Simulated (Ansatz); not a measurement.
## A computed series for W: pressure series

The reference is W in the bcc (W type) structure (space group Im-3m, No. 229).

```yaml
crystal:
  lattice:
    - [-1.58464, 1.58464, 1.58464]
    - [1.58464, -1.58464, 1.58464]
    - [1.58464, 1.58464, -1.58464]
  atoms:
    - { symbol: W, position: [0.00000, 0.00000, 0.00000] }
```

Cell and atoms are relaxed at each pressure.

Method: Kohn–Sham DFT with the r2SCAN functional, run in Ansatz (a quantum-chemistry and plane-wave program) with PAW and 500 eV plane waves, scalar-relativistic without spin-orbit coupling.

Notes on the quantities. enthalpy: H = E + PV relative to the base's energy.

```csv
change,shortest interatomic distance,enthalpy
base,2.745 Å,–
pressure −2 GPa,2.751 Å,-0.20 eV/atom
pressure −1 GPa,2.748 Å,-0.10 eV/atom
pressure 1.8 GPa,2.740 Å,+0.18 eV/atom
pressure 4.2 GPa,2.733 Å,+0.41 eV/atom
pressure 9 GPa,2.720 Å,+0.88 eV/atom
pressure 18 GPa,2.698 Å,+1.74 eV/atom
pressure 30 GPa,2.672 Å,+2.86 eV/atom
pressure 45 GPa,2.644 Å,+4.21 eV/atom
pressure 60 GPa,2.618 Å,+5.52 eV/atom
```

Load acts through the strain it causes; cell and atoms are relaxed under it. Whether these cells are dynamically stable was not tested. No other phases were tried under pressure. The final runs are not spin-polarised.
